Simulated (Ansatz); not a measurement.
The starting structures come from a database of crystals and need not be the phases stable at ambient conditions.

 Where the default PAW files enter, the runs use the earlier of Ansatz's two default sets.

The decay constant κ of evanescent states in the gap governs leakage through a thin film.

Input:

```
KBH4
1.0
    4.66337     0.00000     0.00000
    0.00000     4.67774     0.00000
    0.00767     0.00000     6.54862
K B H
2 2 8
Direct
  0.24981   0.25000   0.75012
  0.75019   0.75000   0.24988
  0.74951   0.75000   0.74996
  0.25049   0.25000   0.25004
  0.46517   0.25000   0.14212
  0.53483   0.75000   0.85788
  0.25045   0.03641   0.35808
  0.74955   0.96359   0.64192
  0.74955   0.53641   0.64192
  0.25045   0.46359   0.35808
  0.03603   0.25000   0.14223
  0.96397   0.75000   0.85777
```

Space group of this cell: P2_1/m. The cell is taken as given.

Transport runs along the normal of the first two printed cell vectors.

No gap correction and no spin-orbit coupling; mid-gap values are interpolated between computed energies.

Task: State the band gap and the smallest decay constant κ at mid-gap according to PBEsol (Ansatz, an electronic-structure program).

Result: Gap 5.87 eV on a 8×6×6 mesh; κ = 0.530 1/Å, at (0.500, 0.500) of the in-plane reciprocal vectors. At the zone centre, at the nearest computed energy, the slowest state has κ = 0.55 1/Å.
